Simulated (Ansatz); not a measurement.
MgO (P6₃/mmc, No. 194, 4 atoms in the cell; start mp-1065577; another space group than a measured phase of this formula), treated with r²SCAN0 (plane waves, PAW; Ansatz, a program for electronic structure).

Settings: plane-wave cutoff 520 eV, 9×9×6 k mesh (along the axes of the cell as run), Fermi–Dirac smearing 0.01 eV, scalar-relativistic PAW data made under PBE.

The cell is the one relaxed with PBEsol. Conventional cell: a = 3.4942 Å, b = 3.4942 Å, c = 4.1946 Å, α = 90.00°, β = 90.00°, γ = 120.00°.

```
MgO
1.0
    3.49418     0.00000     0.00000
   -1.74709     3.02605     0.00000
    0.00000     0.00000     4.19457
Mg O
2 2
Direct
  0.66667   0.33333   0.75000
  0.33333   0.66667   0.25000
  0.66667   0.33333   0.25000
  0.33333   0.66667   0.75000
```

Question: List the 10 lowest band energies at Γ above −25 eV (eV, relative to the valence band maximum), grouping those that round alike.

Answer: At Γ: -19.06, -17.64, -3.90, -1.87 (×2), -0.85 (×2), 0.00, 6.13, 12.62.

Note: the run warned that its exchange threshold was loose for the stress; cell and atoms aren't relaxed at this level (pressure -3.7 GPa).

A start named mp-… is a Materials Project structure, which need not be a measured phase.
